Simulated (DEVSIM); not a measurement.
Structure: illuminated Si n-on-p cell, one wavelength, with a back-surface field, at 300 K.

Layer 1 from the left is Si, thickness (μm) 0.0780, Nd (cm⁻³) 7.1e17, τn (s) 3.3e-7, τp (s) 1.5e-7, absorption coefficient (cm⁻¹) 16000. Layer 2 from the left is Si, thickness (μm) 26.0, Na (cm⁻³) 1.8e16, τn (s) 2.2e-6, τp (s) 2.2e-6, absorption coefficient (cm⁻¹) 16000. Layer 3 from the left is Si, thickness (μm) 0.550, Na (cm⁻³) 6.6e18, τn (s) 2.2e-6, τp (s) 2.2e-6, absorption coefficient (cm⁻¹) 16000.

Left contact: ohmic, minority hole recombination velocity 3000 cm/s. Right contact: ohmic, minority electron recombination velocity 200 cm/s. Voltage is applied to the left contact. Recombination: SRH at mid-gap, radiative, Auger. Light enters at the left, 2.2e18 photons cm⁻² s⁻¹, one pass, no reflection. Mobility is μmin + (μ − μmin)/(1 + (N/Nref)^α).

This is a model device: material constants are rounded textbook-type values typed into the input, and sizes, dopings and lifetimes were drawn at random. Values at 300 K.

Si: gap (eV) 1.124, affinity (eV) 4.05, permittivity 11.7, Nc (cm⁻³) 2.86e19, Nv (cm⁻³) 3.1e19, μn (cm²/Vs) 1417, μp (cm²/Vs) 470, μn,min 52, μp,min 45, Nref,n 9.7e16, Nref,p 2.2e17, αn 0.68, αp 0.72, B (cm³/s) 4.7e-15, Cn (cm⁶/s) 2.8e-31, Cp (cm⁶/s) 9.9e-32.

Model (solved in DEVSIM): 1D drift-diffusion, Boltzmann statistics, complete ionisation; no tunnelling, impact ionisation, image-force lowering or self-heating.

Dark forward current:

| |V| (V) | |J| (A/cm²) |
|---|---|
| 0.05 | 1.400e-9 |
| 0.10 | 4.991e-9 |
| 0.15 | 1.498e-8 |
| 0.20 | 4.414e-8 |
| 0.25 | 1.358e-7 |
| 0.30 | 4.637e-7 |
| 0.35 | 1.877e-6 |
| 0.40 | 9.240e-6 |
| 0.45 | 5.330e-5 |
| 0.50 | 0.0003381 |
| 0.55 | 0.002248 |
| 0.60 | 0.01518 |
| 0.65 | 0.09962 |
| 0.70 | 0.5477 |
| 0.75 | 2.116 |
| 0.80 | 7.091 |
| 0.85 | 26.29 |
| 0.90 | 112.4 |
| 0.95 | 516.7 |
| 1.00 | 2292 |

Work out the local ideality factor n = ΔV / (kT/q · ln(J2/J1)) between the rows 0.15 and 0.20 V, 0.55 and 0.60 V, 0.95 and 1.00 V.

kT/q = 25.85 mV. From 0.15 to 0.20 V: ln(4.414e-8/1.498e-8) = 1.081, n = 1.79. From 0.55 to 0.60 V: ln(0.01518/0.002248) = 1.910, n = 1.01, near the 1 of diffusion or emission over a barrier. From 0.95 to 1.00 V: ln(2292/516.7) = 1.490, n = 1.30.

What current could the absorbed light give at most, and what share is collected?

Σ αd = 42.6, so qΦ(1 − exp(−Σ αd)) = 352 mA/cm². The simulated short-circuit current is 351.7 mA/cm², a share of 1.00.

Estimate the open-circuit voltage by superposition: the voltage at which the dark current equals that short-circuit current.

Interpolating ln J in the table gives 0.687 V. The simulation gives 0.686 V, the same within the digits that matter. Superposition holds where collection doesn't change with voltage.

Estimate the fill factor from FF0 = (v − ln(v + 0.72))/(v + 1), v = qVoc/(nkT), with n from the dark curve.

The rows about Voc, 0.65 and 0.70 V, give n = 1.13, so v = 23.4 and FF0 = 0.828. The simulation gives 0.837; the estimate lies 1.0 % below.
